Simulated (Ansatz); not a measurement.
The starting structures come from a database of crystals and need not be the phases stable at ambient conditions.

The decay constant κ of evanescent states in the gap governs leakage through a thin film.

Consider the following.

```xyz
4
Lattice="5.7137 0.0000 0.0000 -2.8568 4.9482 0.0000 2.8568 1.6494 2.3311" Properties=species:S:1:pos:R:3 pbc="T T T"
Sc     0.0000     0.0000     0.0000
F      1.4229     5.7633     1.1656
F      2.8679     3.2988     1.1656
F      1.4229     0.8342     1.1656
```

The cell is taken as given; by r2SCAN it stands under a pressure of -0.7 GPa.

Transport runs along the normal of the first two printed cell vectors, the (001) plane of the conventional cell.

The gap is the functional's own, uncorrected, and κ follows it; spin-orbit coupling is left out. Mid-gap means the computed energy nearest the middle.

Q: Give the band gap and the smallest decay constant κ at mid-gap that r2SCAN (Ansatz, a first-principles code) yields.

A: Gap 6.94 eV on a 14×14×14 mesh; κ = 0.653 1/Å, at the zone centre.
